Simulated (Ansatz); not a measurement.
## Carrier properties of LiTaO3 (R3c)

Data:

```yaml
crystal:
  lattice:
    - [2.56980, 1.48368, 4.59060]
    - [-2.56980, 1.48368, 4.59060]
    - [0.00000, -2.96735, 4.59060]
  atoms:
    - { symbol: Li, position: [0.71763, 0.71763, 0.71763] }
    - { symbol: Li, position: [0.21763, 0.21763, 0.21763] }
    - { symbol: Ta, position: [0.00080, 0.00080, 0.00080] }
    - { symbol: Ta, position: [0.50080, 0.50080, 0.50080] }
    - { symbol: O, position: [0.77503, 0.38291, 0.13545] }
    - { symbol: O, position: [0.13545, 0.77503, 0.38291] }
    - { symbol: O, position: [0.38291, 0.13545, 0.77503] }
    - { symbol: O, position: [0.63545, 0.88291, 0.27503] }
    - { symbol: O, position: [0.88291, 0.27503, 0.63545] }
    - { symbol: O, position: [0.27503, 0.63545, 0.88291] }
```

These are PBEsol, rigid bands (plane waves, PAW, scalar-relativistic; Ansatz, a quantum-chemistry and plane-wave program) values and carry that method's errors. How the cell was made: cell and atoms relaxed with PBEsol.

The band gap is 3.79 eV and the electron conductivity mass (300 K, dilute) is 1.80 (x), 1.80 (y), 0.78 (z) mₑ. The hole conductivity mass (300 K, dilute) is 2.9 (x), 2.9 (y), 3.3 (z) mₑ. The effective density of states N_c (300 K) comes out as 1.7e20 cm⁻³. The effective density of states N_v (300 K) comes out as 5.0e20 cm⁻³ and the density-of-states mass, electrons is 3.6 mₑ. The density-of-states mass, holes is 7.3 mₑ and the Seebeck coefficient, n-type 1e19 cm⁻³, 300 K comes out as -498 μV/K. The Seebeck coefficient, p-type 1e19 cm⁻³, 300 K comes out as 556 μV/K.

Rigid bands; masses and Seebeck coefficients take one relaxation time τ for all states and one kind of carrier; polarons and phonon drag are left out. Spin-orbit coupling is left out; with 5d elements it also splits d-like band edges.
